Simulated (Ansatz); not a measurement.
# HgTe: uniaxial strain ε_zz = −3.00 %

The reference is HgTe in the zinc blende structure (space group F-43m, No. 216; a = 6.435 Å). Axes: x, y, z lie along the cube axes.

Modification: the cell is compressed by 3.00 % along z with no lateral relaxation, atoms relaxed at fixed cell.

The values are results of LDA in Ansatz (plane waves to 420 eV, PAW, no SOC), not measurements. k-mesh 9×9×9 (Γ-centred); smearing 0.05 eV (Fermi–Dirac).

The volume per atom decreases by 1.00 Å³ (33.31 Å³ → 32.31 Å³) and the space group changes from F-43m (No. 216) to I-4m2 (No. 119). The energy goes up by 5.6 meV/atom and the pressure (mean of the normal stresses, compression positive) goes from zero to 1.5 GPa. The band gap becomes 0.06 eV (base: zero) (uncertain: the edges found look like a band crossing or inverted bands; the changed cell) and the stress (xx, yy, zz, yz, xz, xy; compression positive) is (1.4, 1.4, 1.8, 0.0, 0.0, 0.0) GPa (rough).

Without a gap, meshes like the base's 9×9×9 leave anisotropic stresses uncertain by several tenths of a GPa, and small strain energies with them. With Hg and Te present, leaving out spin-orbit coupling can change the band edges. Whether these cells are dynamically stable was not tested. The final runs are not spin-polarised. The zero or small gap of HgTe can change with the level of theory.

Ansatz is an electronic-structure program.
